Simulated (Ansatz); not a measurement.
The reference is PtSe$_{2}$ in the CdI2 type structure (space group P-3m1, No. 164; layered; relaxed with 0.1 eV smearing).

Space group P-3m1 (No. 164); a = b = 3.7722 Å, c = 4.8212 Å, α = β = 90.00°, γ = 120.00°

| atom | site | symmetry | x | y | z |
|---|---|---|---|---|---|
| Pt | 1a | -3m. | 0.0000 | 0.0000 | 0.0000 |
| Se | 2d | 3m. | 0.3333 | 0.6667 | 0.2655 |

Calculations: PBE-D3(BJ), PAW, 420 eV (Ansatz, a first-principles code; no SOC).

For the base:

```
Property   Result
--------  -------
Pressure  0.0 GPa
```

It is then changed as follows: the cell is scaled by 0.9800 in all directions, atoms relaxed at fixed cell.

Q: How does this affect the pressure and largest internal atomic displacement?

A: The pressure (mean of the normal stresses, compression positive) goes from zero to 5.8 GPa; the largest internal atomic displacement amounts to 0.049 Å.

The cells carry an imposed strain or load. Whether these cells are dynamically stable was not tested. All final runs are without spin polarisation.
